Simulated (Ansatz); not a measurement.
System: CdS (model structure, started from the WC type, P-6m2, No. 187, 2 atoms in the cell). Method: r²SCAN (Ansatz, a program for electronic structure, PAW).

Run with plane-wave cutoff 500 eV, 18×18×12 k mesh (along the axes of the cell as run), Fermi–Dirac smearing 0.05 eV, scalar-relativistic PAW data made under PBE.

Cell (relaxed at this level):

```cif
data_CdS
_chemical_formula_sum 'Cd1 S1'
_space_group_name_H-M_alt 'P-6m2'
_space_group_IT_number 187
_space_group_name_Hall 'P -6 2'
_cell_length_a 3.74862
_cell_length_b 3.74862
_cell_length_c 3.43380
_cell_angle_alpha 90.000
_cell_angle_beta 90.000
_cell_angle_gamma 120.000
loop_
_atom_site_label
_atom_site_type_symbol
_atom_site_symmetry_multiplicity
_atom_site_Wyckoff_symbol
_atom_site_fract_x
_atom_site_fract_y
_atom_site_fract_z
_atom_site_occupancy
Cd1 Cd 1 a 0.00000 0.00000 0.00000 1
S1 S 1 f 0.66667 0.33333 0.50000 1
```

Problem. Estimate the band gap that the calculation returns.

Solution. 
- band gap = 0.12 eV (under three smearing widths, so not firm)

Note: the relaxation could raise the start's symmetry but not lower it, so the cell can be a saddle point.

Spin–orbit coupling is not included.

Computed values are for the static lattice.

Computing time: roughly 5 core-minutes.

A model structure was made by putting elements into a prototype or built by hand; it is no filed structure, need not be a known phase, and can be a saddle point held by its symmetry.
